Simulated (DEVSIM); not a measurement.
Structure: abrupt Si n-p junction, at 300 K.

Layer 1 from the left is Si, thickness (μm) 65.0, Nd (cm⁻³) 3.1e16, τn (s) 1.7e-5, τp (s) 1.7e-5. Layer 2 from the left is Si, thickness (μm) 160, Na (cm⁻³) 1.1e15, τn (s) 1.7e-5, τp (s) 1.7e-5.

Left contact: ohmic. Right contact: ohmic. Voltage is applied to the left contact. Recombination: SRH at mid-gap, Auger. Mobility is constant in doping.

The device is made up for the run: typed textbook-type constants, with dimensions and the other settings drawn at random. Values at 300 K.

Si: gap (eV) 1.124, affinity (eV) 4.05, permittivity 11.7, Nc (cm⁻³) 2.86e19, Nv (cm⁻³) 3.1e19, μn (cm²/Vs) 1417, μp (cm²/Vs) 470, Cn (cm⁶/s) 2.8e-31, Cp (cm⁶/s) 9.9e-32.

Estimate by hand the built-in potential, the peak field at zero bias, the capacitance at 1.5 V, and compare with a numerical solution.


- Built-in potential: ni = √(Nc Nv) exp(−Eg/2kT) = 1.08e10 cm⁻³ with Eg = 1.124 eV; Vbi = kT/q ln(Na Nd/ni²) = 0.683 V; numerical 0.683 V.
- Peak field at zero bias: depletion approximation: W = √(2εVbi/(qN)) = 0.912 μm with N = 1.06e15 cm⁻³; field = 2Vbi/W = 15000 V/cm; numerical 15700 V/cm (estimate below by 4.7 %).
- Capacitance at 1.5 V: C = √(qεN / 2(Vbi + |V|)) = 6.36 nF/cm²; numerical 6.43 nF/cm² (estimate below by 1.2 %).

Model (solved in DEVSIM): 1D drift-diffusion, Boltzmann statistics, complete ionisation; no tunnelling, impact ionisation, image-force lowering or self-heating.
